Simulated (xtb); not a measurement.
xtb 6.7.1, GFN1-xTB: Cc1cc2cc3sc(-c4ccc5c(c4)oc4cc(C=O)ccc45)cc3cc2s1, 42 atoms. The geometry is a generated start, not checked to be a minimum at this level.

```json
{
 "run_flags": "--grad",
 "method": "GFN1-xTB",
 "--acc": "1 (default)",
 "--etemp (K)": "300 (default)",
 "basis_functions": "152",
 "valence_electrons": "134"
}
```

One run each on 1 thread. Values of broydamp tried: 0.02, 0.05, 0.1, 0.2, 0.4 (default), 0.6, 0.8, 1.

**Question.** Which value of broydamp needs the fewest SCC iterations, and what happens away from it?

**Answer.** Fewest SCC iterations, within one of each other: 0.4 (default) with 11, 0.6 with 12. The count rises to 19 at 0.02. All converge to one solution.

```csv
broydamp,SCC iterations,end
0.02,19,same solution
0.05,18,same solution
0.1,15,same solution
0.2,13,same solution
0.4 (default),11,same solution
0.6,12,same solution
0.8,13,same solution
1,14,same solution
```
